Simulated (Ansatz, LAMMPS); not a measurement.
**How well does each level of theory give the equilibrium lattice constant a of L1₂ (Cu3Au-type) Pt3Ti?**

Reference value: 3.916 Å (measured, temperature not stated, not corrected to a static lattice; as tabulated in Molecular Dynamics Simulations of PtTi High-Temperature Shape Memory Alloys …).

```
level (code)                         value (Å)  difference (%)
-----------------------------------  ---------  --------------
Lennard-Jones jacobson2022 (LAMMPS)      3.979           +1.61
PBE (Ansatz)                             3.948           +0.82
r²SCAN-D4 (Ansatz)                       3.912           -0.10
r²SCAN0 (Ansatz)                         3.895           -0.54
Hartree–Fock (Ansatz)                    3.959           +1.10
```

Leaving aside Lennard-Jones jacobson2022 (doubt noted below): The reference's temperature isn't stated, so close values are not ranked against it.

The reference isn't brought to a static lattice, while the calculations are for one, so the differences are not the levels' errors alone. A static lattice is as a rule a little smaller than the measured one. The crystal itself was run without spin with PBE, r²SCAN-D4, r²SCAN0, Hartree–Fock; a magnetic state was not tried in these runs. Density-functional levels without +SOC have no spin–orbit coupling. Lennard-Jones jacobson2022: the pair parameters belong to the elements and are mixed by rule. Lennard-Jones jacobson2022: pair potentials favour close packing, so symmetry can be all that holds this lattice. r²SCAN0, Hartree–Fock: the run has no spin polarisation, so it can have missed a magnetic state. Cutoffs and k meshes differ between the levels. Ansatz's density-functional and Hartree–Fock values are scalar-relativistic unless marked +SOC, with PAW data made under PBE.

Empirical potentials (Lennard-Jones jacobson2022) are fitted to chosen data: where that held the value shown, agreement is built in, and what lay outside the fit can be far off.

Differences are worked out from the printed values.

Ansatz is a program for electronic structure.
